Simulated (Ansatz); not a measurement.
The structure below was relaxed with r2SCAN (Ansatz, a quantum-chemistry and plane-wave program), without spin-orbit coupling.

Space group R32, hexagonal axes (No. 155); a = b = 5.112 Å, c = 14.469 Å, α = β = 90.00°, γ = 120.00°

```
atom  site  symmetry       x       y       z
----  ----  --------  ------  ------  ------
Cd      6c        3.  0.0000  0.0000  0.3339
Ag      3a        32  0.0000  0.0000  0.0000
Ag      9e        .2  0.6652  0.6652  0.5000
```

Problem. Write out a cell with all atoms.

Solution. 
```xyz
18
Lattice="5.1123 0.0000 0.0000 -2.5561 4.4273 0.0000 0.0000 0.0000 14.4691" Properties=species:S:1:pos:R:3 pbc="T T T"
Cd     2.5561     1.4758     9.6549
Ag     0.0000     0.0000     0.0000
Cd     2.5561     1.4758    14.4602
Ag     1.7005     2.9578    12.0576
Ag    -0.8557     4.4211    12.0576
Ag    -0.8448     1.4758    12.0576
Cd     0.0000     2.9516     0.0089
Ag     2.5561     1.4758     4.8230
Cd     0.0000     2.9516     4.8141
Ag     1.7005     0.0063     2.4115
Ag     4.2566     1.4695     2.4115
Ag     1.7113     2.9516     2.4115
Cd     0.0000     0.0000     4.8319
Ag     0.0000     2.9516     9.6460
Cd    -2.5561     4.4273     9.6372
Ag    -0.8557     1.4821     7.2345
Ag     1.7005     2.9453     7.2345
Ag     1.7113     0.0000     7.2345
```
This is the conventional cell.

These are small ordered cells, not random alloys; other orderings at the same x differ. Whether these cells are dynamically stable was not tested. The cell was made from Cd by this change: x(Ag) = 0.667, 6 atoms, R32. No dispersion term is included, though the crystal is made of layers, chains or molecules, so its spacings can come out too wide.
